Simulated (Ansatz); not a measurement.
**One-dimensional BaTe body, 8 atoms a period**

Levels: PBE (plane waves to 420 eV, PAW; Ansatz, a program for electronic structure); PBE with spin-orbit coupling in Ansatz; r2SCAN (plane waves to 500 eV, PAW; Ansatz); HSE06 run with Ansatz. Unmarked values and the geometry are of the first. Mesh 1×1×44. No spin polarisation. Isolated but for its images some 11 Å away. A hypothetical model. Symmetry and one short period hold its shape; lower forms weren't sought. Values not marked SOC lack spin–orbit coupling. HSE06 ran on a 1×1×3 mesh and at PBE's edge points. Buckling under compression is shut out by symmetry and the short period.

```
Property                                                                  Value
---------------------------------------------------------  --------------------
period along the axis (8 atoms)                                         6.811 Å
largest distance between nuclei across the axis                          4.98 Å
PBE gap                                                    2.32 eV, direct at Γ
electron mass along the axis (PBE)                                      0.46 mₑ
hole mass along the axis (PBE)                                          0.25 mₑ
valence and conduction edges under the vacuum level (PBE)      4.32 and 2.00 eV
PBE+SOC gap at this geometry                                            2.21 eV
r2SCAN gap at this geometry                                             2.71 eV
HSE06 gap at this geometry                                              3.08 eV
axial stiffness dF/dε                                                     49 nN
```

```yaml
crystal:
  lattice:
    - [14.50000, 0.00000, 0.00000]
    - [0.00000, 14.50000, 0.00000]
    - [0.00000, 0.00000, 6.81128]
  atoms:
    - { symbol: Ba, position: [0.38771, 0.38771, 0.00000] }
    - { symbol: Te, position: [0.37857, 0.37857, 0.50000] }
    - { symbol: Te, position: [0.37857, 0.62143, 0.00000] }
    - { symbol: Ba, position: [0.38771, 0.61229, 0.50000] }
    - { symbol: Te, position: [0.62143, 0.37857, 0.00000] }
    - { symbol: Ba, position: [0.61229, 0.38771, 0.50000] }
    - { symbol: Ba, position: [0.61229, 0.61229, 0.00000] }
    - { symbol: Te, position: [0.62143, 0.62143, 0.50000] }
```
